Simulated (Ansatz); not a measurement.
The structure below was relaxed with plane-wave PAW DFT at the r2SCAN level (Ansatz, a program for electronic structure, 500 eV), no spin-orbit coupling.

Space group P6₃/mmc (No. 194); a = b = 2.739 Å, c = 4.615 Å, α = β = 90.00°, γ = 120.00°

```csv
atom,site,symmetry,x,y,z
Pd,2d,-6m2,0.6667,0.3333,0.2500
```

### Question
Write out a cell with all atoms.

### Answer
```
Pd
1.0
    2.73947     0.00000     0.00000
   -1.36973     2.37245     0.00000
    0.00000     0.00000     4.61531
Pd
2
Direct
  0.33333   0.66667   0.75000
  0.66667   0.33333   0.25000
```
This is the conventional cell.

Whether these cells are dynamically stable was not tested. The final runs are not spin-polarised. The cell was made from Ru by this change: Ru → Pd; the result is a model cell, its experimental status unchecked. Pd lies near a magnetic instability that expansion can trigger; it was not tested. Pd has a high density of states at the Fermi level and may be magnetic at this level. This is not the structure that Pd has at room temperature and ambient pressure.
